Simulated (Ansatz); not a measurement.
# HfSi2 under a change: Si → Ga

Take HfSi2 (space group Cmcm, No. 63; a = 3.6502 Å, b = 14.3511 Å, c = 3.6352 Å) as the base.

Now apply this change: every Si is replaced by Ga; the structure is relaxed again.

Level of theory: Kohn–Sham DFT with the PBEsol functional, run in Ansatz (a program for electronic structure) with PAW and 420 eV plane waves, spin-orbit coupling left out, earlier PAW set. k-mesh 12×12×12 (Γ-centred); smearing 0.05 eV (Fermi–Dirac), for the changed cell.

The volume per atom grows by 1.54 Å³ (15.87 Å³ → 17.41 Å³) and the density goes up by 1.92 g/cm³, from 8.19 g/cm³ to 10.11 g/cm³. The shortest interatomic distance goes up by 0.234 Å (2.412 Å → 2.646 Å) and the band gap stays zero.

Whether these cells are dynamically stable was not tested. As relaxed here, HfGa2 is a hypothetical phase, not in the database extracts checked. All final runs are without spin polarisation. HfGa2 has a high density of states at the Fermi level and may be magnetic at this level.
